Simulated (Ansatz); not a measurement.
Base system: Ga2O3 (space group C2/m, No. 12; a = 12.255 Å, b = 3.039 Å, c = 5.808 Å, α = 90.00°, β = 103.81°, γ = 90.00°).

Calculations: Ansatz (a first-principles code) r2SCAN, no spin-orbit coupling, earlier PAW set.

One change was made to it. Results:

```csv
quantity,base,after
band gap,3.03 eV,3.23 eV
smallest direct gap,3.07 eV,3.26 eV
volume per atom,10.50 Å³,10.25 Å³
```

### Question
Which change produced these results?
A) pressure 4.5 GPa
B) pressure 2.1 GPa
C) pressure −2 GPa

### Answer
A, pressure 4.5 GPa. For comparison, the band gap in the other runs: pressure −2 GPa gives 2.94 eV; pressure 2.1 GPa gives 3.13 eV.

Load acts through the strain it causes; cell and atoms are relaxed under it. No phonon test of stability was made.
